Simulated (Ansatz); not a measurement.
Cells marked so need not be the phases stable at ambient conditions, and some may be hypothetical.

The gap is the functional's own. No spin-orbit coupling. Mid-gap values are interpolated on the energy grid.

A. Sr₃V₂O₈ (R-3m, not sure to be the ambient phase, 13 atoms a cell, 14.1 Å³ an atom, -2 GPa at this level), along the normal of (110)
B. GaAsO$_{4}$ (P3_121, not sure to be the ambient phase, 18 atoms a cell, 13.7 Å³ an atom, -2 GPa at this level), along the normal of (100)
C. B$_{6}$As (R-3m, not sure to be the ambient phase, 14 atoms a cell, 9.2 Å³ an atom), along the normal of (100)
D. SiHg$_{3}$(SF$_{3}$)$_{2}$ (P-3m1, not sure to be the ambient phase, 12 atoms a cell, 18.1 Å³ an atom, -2 GPa at this level), along the normal of (100)

Task: Order them by mid-gap decay constant of the slowest evanescent state (highest first) at the level r2SCAN run with Ansatz (a quantum-chemistry and plane-wave program).

Result: A (0.43 1/Å), D (0.38 1/Å), B (0.35 1/Å), C (0.25 1/Å)
